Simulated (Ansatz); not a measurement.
We consider CaZrN2 (model structure, started from the beta NaFeO2 type, Pna2₁, No. 33, 16 atoms in the cell), described by dielectric-dependent PBEsol hybrid in Ansatz (PAW).

Settings: plane-wave cutoff 460 eV, 4×4×4 k mesh, Fermi–Dirac smearing 0.01 eV, scalar-relativistic PAW data made under PBE.

Cell (relaxed with PBEsol):

```xyz
16
Lattice="6.4926 0.0000 0.0000 0.0000 8.0655 0.0000 0.0000 0.0000 4.6606" Properties=species:S:1:pos:R:3 pbc="T T T"
Ca     0.4833     4.9937    -0.2662
Ca     6.0093     3.0718     2.0641
Ca     3.7296     7.1045    -0.2662
Ca     2.7630     0.9610     2.0641
Zr     0.4514     1.0236    -0.2320
Zr     6.0412     7.0419     2.0982
Zr     3.6977     3.0092    -0.2320
Zr     2.7949     5.0563     2.0982
N      0.4195     0.8688     1.9952
N      6.0731     7.1967     4.3255
N      3.6658     3.1639     1.9952
N      2.8268     4.9016     4.3255
N      0.6898     5.2730     2.0451
N      5.8028     2.7925     4.3754
N      3.9361     6.8252     2.0451
N      2.5565     1.2403     4.3754
```

Estimate the band gap that the calculation returns.


band gap: 2.00 eV (on the SCF k mesh)

Note: the relaxation could raise the start's symmetry but not lower it, so the cell can be a saddle point; cell and atoms aren't relaxed at this level (largest force component 0.12 eV/Å, pressure -0.7 GPa).

Spin–orbit coupling is not included.

The computed numbers hold no vibrational or temperature effects.

It cost about 28 core-minutes (a rough figure) of CPU time.

A model structure was made by putting elements into a prototype or built by hand; it is no filed structure, need not be a known phase, and can be a saddle point held by its symmetry.

Ansatz is a first-principles code.
